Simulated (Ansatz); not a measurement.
Hypothetical P6_422 BAs: response to strain

The reference is BAs (space group P6_422, No. 181; a = 3.459 Å, c = 7.482 Å; a hypothetical phase, not in the database extracts checked). Axes: x lies along a and z along c of the hexagonal cell.

Strains are applied to the cell and any free atomic positions relax; under stress the whole cell relaxes.

Computed with PBE (Ansatz, an electronic-structure program; PAW; 420 eV plane waves; no SOC).

Notes on the quantities. energy relative to the base: free energy F; pressure: mean of the normal stresses, compression positive.

| change | energy relative to the base | band gap | gap character | pressure |
|---|---|---|---|---|
| base | 0 meV/atom | 0.48 eV | indirect, Γ → M | 0.0 kbar |
| isotropic strain +2.49 % | +28 meV/atom | 0.38 eV | indirect, Γ → K | -85.5 kbar |
| uniaxial strain ε_xx = +0.42 % | +0.2 meV/atom | 0.48 eV | indirect, Γ → S | -5.6 kbar |
| uniaxial strain ε_zz = −2.90 % | +11 meV/atom | 0.31 eV | indirect, Γ → M | 43.3 kbar |
| uniaxial stress, 5 GPa compression along z | +3.5 meV/atom | 0.37 eV | indirect, Γ → M | – |

Stability under load was not tested beyond the relaxation. The base started in P3_121 and relaxed to P6_422 at this level. Labels are those of the standard path for the cell's own space group.
